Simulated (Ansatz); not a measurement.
Results of PBE0 (Ansatz, an electronic-structure program, PAW) for NaCaF3 (model structure, started from the cubic perovskite type, Pm-3m, No. 221, 5 atoms in the cell).

Settings: plane-wave cutoff 460 eV, 6×6×6 k mesh, Fermi–Dirac smearing 0.01 eV, scalar-relativistic PAW data made under PBE.

Cell (relaxed with PBEsol):

Space group Pm-3m (No. 221); a = 4.372 Å, b = 4.372 Å, c = 4.372 Å, α = 90.00°, β = 90.00°, γ = 90.00°

| atom | site | symmetry | x | y | z |
|---|---|---|---|---|---|
| Na | 1a | m-3m | 0.0000 | 0.0000 | 0.0000 |
| Ca | 1b | m-3m | 0.5000 | 0.5000 | 0.5000 |
| F | 3c | 4/mm.m | 0.0000 | 0.5000 | 0.5000 |

Task: Estimate the band gap and smallest direct gap on the k points sampled that the calculation returns.

Result: 
band gap: 7.89 eV (on the SCF k mesh) (indirect)
smallest direct gap on the k points sampled: 8.06 eV

Note: the relaxation could raise the start's symmetry but not lower it, so the cell can be a saddle point; cell and atoms aren't relaxed at this level (pressure 1.0 GPa).

Computed values are for the static lattice.

The result took around 2.5 core-minutes (rough).

A model structure was made by putting elements into a prototype or built by hand; it is no filed structure, need not be a known phase, and can be a saddle point held by its symmetry.
